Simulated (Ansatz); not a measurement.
Defect: interstitial As in silicon strained by +1.5 % along x and y, z held, charge state -1. All values below come from PBE, PAW (plane waves to 420 eV; Ansatz, a first-principles code).

64-site cell at the strained lattice (strain from the relaxed PBE one, atoms relaxed), a 2×2×2 k-point mesh shifted by half a step, smearing 0.01 eV, spin-restricted, no finite-size correction. No zero-point or tunnelling terms. The charge state is imposed; whether it is stable for some Fermi level was not computed. Sites that were not tried may lie lower.

Barriers: single points on a 3×3×3 k-point mesh shifted by half a step at the bands' geometries.

Relaxed starting cell (atoms counted from 1):

```yaml
crystal:
  lattice:
    - [11.10410, 0.00000, 0.00000]
    - [0.00000, 11.10410, 0.00000]
    - [0.00000, 0.00000, 10.94000]
  atoms:
    - { symbol: Si, position: [0.96141, 0.96493, 0.21639] }
    - { symbol: Si, position: [0.99837, 0.99955, 0.75067] }
    - { symbol: Si, position: [0.99866, 0.50040, 0.24913] }
    - { symbol: Si, position: [0.99976, 0.49701, 0.74915] }
    - { symbol: Si, position: [0.49760, 0.00106, 0.24871] }
    - { symbol: Si, position: [0.50254, 0.99898, 0.75130] }
    - { symbol: Si, position: [0.50456, 0.50510, 0.24802] }
    - { symbol: Si, position: [0.49864, 0.50001, 0.74945] }
    - { symbol: Si, position: [0.12511, 0.37461, 0.12817] }
    - { symbol: Si, position: [0.12463, 0.37539, 0.62609] }
    - { symbol: Si, position: [0.11835, 0.85825, 0.11065] }
    - { symbol: Si, position: [0.12388, 0.87547, 0.62634] }
    - { symbol: Si, position: [0.62427, 0.37528, 0.12388] }
    - { symbol: Si, position: [0.62614, 0.37560, 0.62582] }
    - { symbol: Si, position: [0.62192, 0.87476, 0.12445] }
    - { symbol: Si, position: [0.62260, 0.87402, 0.62289] }
    - { symbol: Si, position: [0.00117, 0.24519, 0.00489] }
    - { symbol: Si, position: [0.99340, 0.25634, 0.50579] }
    - { symbol: Si, position: [0.99591, 0.73851, 0.98805] }
    - { symbol: Si, position: [0.00064, 0.74910, 0.50044] }
    - { symbol: Si, position: [0.50047, 0.24913, 0.99930] }
    - { symbol: Si, position: [0.50122, 0.25101, 0.50178] }
    - { symbol: Si, position: [0.49779, 0.74939, 0.99903] }
    - { symbol: Si, position: [0.49589, 0.75228, 0.49600] }
    - { symbol: Si, position: [0.15901, 0.16392, 0.41761] }
    - { symbol: Si, position: [0.12469, 0.12315, 0.87576] }
    - { symbol: Si, position: [0.12445, 0.62389, 0.37471] }
    - { symbol: Si, position: [0.12589, 0.61893, 0.86944] }
    - { symbol: Si, position: [0.62278, 0.12465, 0.37498] }
    - { symbol: Si, position: [0.62337, 0.12512, 0.87237] }
    - { symbol: Si, position: [0.62427, 0.62732, 0.37410] }
    - { symbol: Si, position: [0.62388, 0.62427, 0.87475] }
    - { symbol: Si, position: [0.24763, 0.99782, 0.00050] }
    - { symbol: Si, position: [0.25625, 0.00261, 0.51225] }
    - { symbol: Si, position: [0.24892, 0.49874, 0.00052] }
    - { symbol: Si, position: [0.25012, 0.50052, 0.50027] }
    - { symbol: Si, position: [0.74279, 0.99848, 0.99416] }
    - { symbol: Si, position: [0.74776, 0.99976, 0.49970] }
    - { symbol: Si, position: [0.74937, 0.49805, 0.99865] }
    - { symbol: Si, position: [0.74868, 0.50100, 0.49852] }
    - { symbol: Si, position: [0.38514, 0.38509, 0.37673] }
    - { symbol: Si, position: [0.37458, 0.37459, 0.87561] }
    - { symbol: Si, position: [0.36795, 0.87927, 0.37214] }
    - { symbol: Si, position: [0.37428, 0.87539, 0.87353] }
    - { symbol: Si, position: [0.87234, 0.37556, 0.37263] }
    - { symbol: Si, position: [0.87717, 0.37209, 0.87735] }
    - { symbol: Si, position: [0.86770, 0.86788, 0.37842] }
    - { symbol: Si, position: [0.87165, 0.87322, 0.87242] }
    - { symbol: Si, position: [0.26173, 0.26493, 0.25466] }
    - { symbol: Si, position: [0.24934, 0.24911, 0.75127] }
    - { symbol: Si, position: [0.24552, 0.74915, 0.24756] }
    - { symbol: Si, position: [0.24970, 0.74919, 0.74907] }
    - { symbol: Si, position: [0.74669, 0.24909, 0.24934] }
    - { symbol: Si, position: [0.75045, 0.24984, 0.75081] }
    - { symbol: Si, position: [0.74685, 0.74830, 0.24872] }
    - { symbol: Si, position: [0.74765, 0.74862, 0.74720] }
    - { symbol: Si, position: [0.37346, 0.12645, 0.12509] }
    - { symbol: Si, position: [0.38089, 0.12546, 0.63180] }
    - { symbol: Si, position: [0.37366, 0.62487, 0.12516] }
    - { symbol: Si, position: [0.37467, 0.62599, 0.62370] }
    - { symbol: Si, position: [0.86236, 0.12261, 0.11790] }
    - { symbol: Si, position: [0.87315, 0.12369, 0.62538] }
    - { symbol: Si, position: [0.87270, 0.62323, 0.12330] }
    - { symbol: Si, position: [0.87517, 0.62352, 0.62467] }
    - { symbol: As, position: [0.14425, 0.05872, 0.23659] }
```
Cell charge -1.

End state 1 differs by these moves (Å; atoms that move under 0.08 Å are left out):

```json
[
 {"atom": "10", "element": "Si", "Δx": "0.00", "Δy": "0.07", "Δz": "0.06"},
 {"atom": "11", "element": "Si", "Δx": "0.04", "Δy": "0.05", "Δz": "0.08"},
 {"atom": "18", "element": "Si", "Δx": "0.10", "Δy": "0.01", "Δz": "0.07"},
 {"atom": "19", "element": "Si", "Δx": "0.02", "Δy": "0.05", "Δz": "0.07"},
 {"atom": "34", "element": "Si", "Δx": "-0.01", "Δy": "-0.10", "Δz": "-0.07"},
 {"atom": "37", "element": "Si", "Δx": "-0.05", "Δy": "-0.02", "Δz": "-0.07"},
 {"atom": "43", "element": "Si", "Δx": "0.08", "Δy": "-0.07", "Δz": "0.01"},
 {"atom": "45", "element": "Si", "Δx": "0.07", "Δy": "-0.08", "Δz": "-0.01"},
 {"atom": "58", "element": "Si", "Δx": "-0.07", "Δy": "0.00", "Δz": "-0.06"},
 {"atom": "61", "element": "Si", "Δx": "-0.05", "Δy": "-0.04", "Δz": "-0.08"},
 {"atom": "65", "element": "As", "Δx": "-0.96", "Δy": "0.96", "Δz": "0.00"}
]
```

Q: What is the computed forward and backward barriers to end state 1 (PBE, PAW)?

A: forward 0.10 eV, backward 0.10 eV; at the saddle point atom 65 has neighbours Si at 2.27, Si at 2.32, Si at 2.68, 2 Si at 2.86 Å. The saddle point's order was not checked, and it lies on a symmetry element of the cell, where a band can be held.
